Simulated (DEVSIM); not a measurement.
Structure: illuminated Si n-on-p cell, one wavelength, at 250 K.

```
layer (left to right)  material  thickness (μm)  Nd (cm⁻³)  Na (cm⁻³)  τn (s)  τp (s)  absorption coefficient (cm⁻¹)
---------------------  --------  --------------  ---------  ---------  ------  ------  -----------------------------
1                            Si           0.260     1.7e18          -  1.8e-7  1.6e-7                          33000
2                            Si             250          -     1.9e16  2.7e-7  2.7e-7                          33000
```

Left contact: ohmic, minority hole recombination velocity 400 cm/s. Right contact: ohmic, minority electron recombination velocity 1e6 cm/s. Voltage is applied to the left contact. Recombination: SRH at mid-gap, radiative, Auger. Gap narrowing is on: ΔEg = 6.92 meV × (l + √(l² + 0.5)), l = ln(N/1.3e17 cm⁻³), shared equally by both band edges. Light enters at the left, 1.5e17 photons cm⁻² s⁻¹, one pass, no reflection. Mobility is constant in doping.

This is a model device: material constants are rounded textbook-type values typed into the input, and sizes, dopings and lifetimes were drawn at random. Values at 300 K; Nc and Nv go as T^1.5, mobilities as T to minus their exponent, the gap by Varshni's rule with the affinity fixed.

```tsv
parameter	Si
gap (eV)	1.124
affinity (eV)	4.05
permittivity	11.7
Nc (cm⁻³)	2.86e19
Nv (cm⁻³)	3.1e19
μn (cm²/Vs)	1417
μp (cm²/Vs)	470
T exponent of μn	2.3
T exponent of μp	2.2
B (cm³/s)	4.7e-15
Cn (cm⁶/s)	2.8e-31
Cp (cm⁶/s)	9.9e-32
Varshni α (eV/K)	0.000473
Varshni β (K)	636
```

Simulated with DEVSIM: 1D drift-diffusion, Boltzmann statistics, complete ionisation; no tunnelling, impact ionisation, image-force lowering or self-heating.

The photon flux was swept, all else fixed.

| photon flux (cm^-2 s^-1) | largest power (mW/cm²) | short-circuit current (mA/cm²) | fill factor | open-circuit voltage (V) |
|---|---|---|---|---|
| 4.5e15 | 0.356 | 0.718 | 0.84 | 0.592 |
| 1.5e16 | 1.25 | 2.39 | 0.84 | 0.619 |
| 4.5e16 | 3.95 | 7.18 | 0.85 | 0.643 |
| 1.5e17 | 13.8 | 23.9 | 0.86 | 0.670 |
| 4.5e17 | 43.0 | 71.9 | 0.86 | 0.694 |
| 1.5e18 | 149 | 240 | 0.86 | 0.719 |
| 4.5e18 | 460 | 719 | 0.86 | 0.743 |

From the first row to the last the largest power goes from 0.356 to 460. From the first row to the last the short-circuit current goes from 0.718 to 719.
